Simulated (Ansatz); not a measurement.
Output of an Ansatz run (abridged):

```
WARN ansatz: RAYON_NUM_THREADS=1 ignored (pool sized by the plan → 1); use --threads N
Pseudopotentials: kind: paw
Pseudopotential: Li, paw, valence charge 3
Pseudopotential: Zn, paw, valence charge 12
Crystal: 4 atoms, lattice volume = 55.095 Å³
Basis set: ecut = 420.4159175005146 eV, 1067 PW (Γ)
Bands: 24, of which v1, the nominal top of the filled ones, is band 20 counted from 1 (19 counted from 0)
Symmetry: 8 space group operations
Space group: I4mm (ITA 107), of the structure as read, at distance tolerance 3.8e-5 Å
k-points: 59 of 512 (time reversal used)
PAW frozen core: Zn, regenerated for the run's functional, and the local potential with it
Initial density: superposition of atomic densities (neutral atoms: chi_scale 0, normalization atom), corrected by the library's trained network
Initial wavefunctions: pseudopotential atomic-orbital guess
Eigensolver: davidson
Functional: x = slater, c = lda
SCF iter   1: F=—  HF=-9941.090789 eV  |F-HF|=—  |Δ(HF+E_count)|=         —  Δρ=5.00e-3  dr2=7.74e-3  ethr=1.77e-3  ⟨swp⟩=5.7  Hψ=6108  notcnv=0
all-band conjugate gradients solve this SCF's bands
preconditioner: auto → none
SCF iter   2: F=—  HF=-9941.085177 eV  |F-HF|=—  |Δ(HF+E_count)|=   5.61e-3  Δρ=2.01e-3  dr2=1.12e-3  ethr=1.98e-5  ⟨swp⟩=2.0  Hψ=3042  notcnv=0  defer=2
SCF iter   3: F=—  HF=-9941.084789 eV  |F-HF|=—  |Δ(HF+E_count)|=   3.88e-4  Δρ=1.72e-3  dr2=9.96e-4  ethr=2.88e-6  ⟨swp⟩=2.0  Hψ=2548  notcnv=0  defer=2
SCF iter   4: F=—  HF=-9941.084397 eV  |F-HF|=—  |Δ(HF+E_count)|=   3.93e-4  Δρ=2.89e-4  dr2=2.62e-5  ethr=2.55e-6  ⟨swp⟩=2.0  Hψ=2458  notcnv=0  defer=2
SCF iter   5: F=—  HF=-9941.084395 eV  |F-HF|=—  |Δ(HF+E_count)|=   1.23e-6  Δρ=5.66e-5  dr2=1.35e-6  ethr=6.72e-8  ⟨swp⟩=2.0  Hψ=2407  notcnv=0  defer=2
SCF iter   6: F=—  HF=-9941.084395 eV  |F-HF|=—  |Δ(HF+E_count)|=   7.12e-7  Δρ=4.36e-5  dr2=4.80e-7  ethr=3.47e-9  ⟨swp⟩=2.0  Hψ=2480  notcnv=0  defer=2
SCF iter   7: F=-9941.084395 eV  HF=-9941.084395 eV  |F-HF|=1.88e-8  |Δ(HF+E_count)|=   1.23e-7  Δρ=1.00e-5  dr2=2.56e-8  ethr=2.56e-10  ⟨swp⟩=4.7  Hψ=6795  notcnv=0
SCF 1 converged in 7 iterations: F = -9941.084395 eV  dr2 = 2.56e-8
SCF converged after 7 iterations
Free energy (F): -9941.084395 eV
Harris-Foulkes:  -9941.084395 eV  (|F-HF|=1.88e-8)
Internal energy: -9941.079146 eV  (E = F + TS)
E sigma→0 (E₀):  -9941.081770 eV
Entropy (-TS):   -0.005249 eV (-1.312 meV/atom)
Fermi energy:    9.588948 eV
--- Per-component energies (eV) ---
  E_band       = 26.094486
  E_kinetic    = 418.470493
  E_local      = -4981.418131  (includes V_loc(G=0)·N_el)
  E_nonlocal   = 1804.394279
  E_hartree    = 2074.672863
  E_xc         = -420.281163
  E_vxc        = -178.166626  (∫ρ·V_xc dr)
  E_paw        = -5275.820416  (= ΣΔE_a)
  E_vpaw       = -1186.542804  (= ΣTr[D̂ρ^β])
  E_aug_tail   = -0.001095  (compensation charges beyond the density's cutoff)
  E_ewald      = -3565.767401
  E_core_change = 4.671424  (= ΣΔE_core)
  E_smearing   = -0.005249  (= −TS)
  E_closure    = -0.000000  (closes the sum)
  Σ components = -9941.084395   (vs F -9941.084395, Δ=0.00e0)
--- Forces (eV/Å), atoms counted from 1 ---
  atom   1  Li     0.00000000     0.00000000    -0.14139510
  atom   2  Zn     0.00000000    -0.00000000     0.06840140
  atom   3  Zn     0.00000000    -0.00000000     0.06840140
  atom   4  Zn     0.00000000     0.00000000     0.00460688
  max |Σ_I F_I| component: 1.46e-5 eV/Å
--- Stress (GPa, compression-positive) ---
       -4.904421       0.000000       0.000000
        0.000000      -4.904421       0.000000
        0.000000       0.000000      -4.918384
  P = ⅓ Tr σ = -4.9091 GPa (-49.091 kbar)
  The stress holds the Pulay correction. Without it, at fixed plane waves, as pw.x and ABINIT print it: P = -4.9525 GPa
--- Band table (eV; the first three rows and the last of 59) ---
  k-point 0: bands = ["-35.6271", "-0.1495", "1.3510", "1.3514", "1.6293", "1.6293", "1.6294", "1.6473", "1.6473", "1.6473", "2.3319", "2.3320", "2.3759", "2.3773", "2.3773", "2.3792", "2.3806", "12.0947", "12.0947", "12.1013", "12.4343", "12.8923", [...]
  k-point 1: bands = ["-35.6270", "0.0238", "1.3760", "1.3763", "1.5408", "1.5868", "1.5868", "1.7071", "1.7072", "1.7828", "2.3050", "2.3052", "2.3186", "2.3296", "2.3296", "2.4207", "2.4207", "9.6607", "11.4998", "11.5019", "12.4649", "13.7178", [...]
  k-point 2: bands = ["-35.6269", "0.5105", "1.4481", "1.4484", "1.5013", "1.5475", "1.5476", "1.7891", "1.7891", "1.9829", "2.1715", "2.2033", "2.2033", "2.3175", "2.3176", "2.4418", "2.4418", "7.2128", "10.9773", "10.9780", "12.1129", "13.0236", [...]
  k-point 58: bands = ["-35.6265", "1.3055", "1.3072", "1.5192", "1.5192", "1.5734", "1.7256", "1.9715", "1.9803", "1.9803", "2.0203", "2.1943", "2.2602", "2.3694", "2.5019", "2.5019", "4.1210", "4.5709", "7.4344", "7.4344", "8.7829", "12.0910", [...]
```

The structure:

```xyz
4
Lattice="0.0000 3.0201 3.0201 3.0201 0.0000 3.0201 3.0201 3.0201 0.0000" Properties=species:S:1:pos:R:3 pbc="T T T"
Li     0.0000     0.0000     0.0500
Zn     1.5101     1.5101     1.5101
Zn     4.5302     4.5302     4.5302
Zn     3.0201     3.0201     3.0201
```

Q: What input produced this log?

A: Other spellings and defaults could give the same log, and not every line can be read from it. The input that was run (DFT, LDA (PW92), plane waves, default PAW files made with PBE):

Ansatz 0.2 input:
```yaml
# LiZn3
crystal:
  lattice:
    - [0.000000, 3.020143, 3.020143]
    - [3.020143, 0.000000, 3.020143]
    - [3.020143, 3.020143, 0.000000]
  atoms:
    - { symbol: Li, position: [0.008278, 0.008278, -0.008278] }
    - { symbol: Zn, position: [0.250000, 0.250000, 0.250000] }
    - { symbol: Zn, position: [0.750000, 0.750000, 0.750000] }
    - { symbol: Zn, position: [0.500000, 0.500000, 0.500000] }
basis:
  ecutwfc: 30.9 Ry
kpoints:
  mp_grid: { grid: [8, 8, 8] }
hamiltonian:
  xc: lda
  pseudopotentials: { kind: paw }
scf:
  occupations: { method: gaussian, width: 0.0073 Ry }
output:
  forces: true
  eigenvalues: true
  stress: true
```

The starting cell comes from a database of computed structures (which also holds hypothetical and non-ambient phases and stackings), without a prior relaxation at this level. Its lattice was rescaled by up to half a per cent. One atom was moved a little off its site on purpose. With a pressure of about -5 GPa the cell is away from its equilibrium volume at this level. Ansatz's pressure includes its estimate of the finite-basis (Pulay) stress.

Ansatz is a program for electronic structure.
